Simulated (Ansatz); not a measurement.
**Response to strain in BaZrO3**

The parent structure is BaZrO3 in the cubic perovskite structure (space group Pm-3m, No. 221; a = 4.1806 Å).

Strains are applied to the cell and any free atomic positions relax.

All numbers come from DFT with PBEsol, PAW potentials and a 420 eV plane-wave cutoff in Ansatz (an electronic-structure program), without spin-orbit coupling.

```csv
isotropic strain (%),pressure (GPa)
-3,18.2
-2.4,13.9
-1.8,10.0
-1.2,?
-0.6,3.1
0,0.0
```

Question: Fit P = P₀ − Bδ + Cδ² with δ = (1 + ε)³ − 1 to the rows shown and predict the withheld row.

Answer: Least squares on the printed values gives P₀ = 0.0 GPa, B = 158 GPa, C = 571 GPa (largest residual 0.1 GPa); this predicts 6.4 GPa, and the run gives 6.4 GPa, in agreement.

Stability against distortions was not tested.
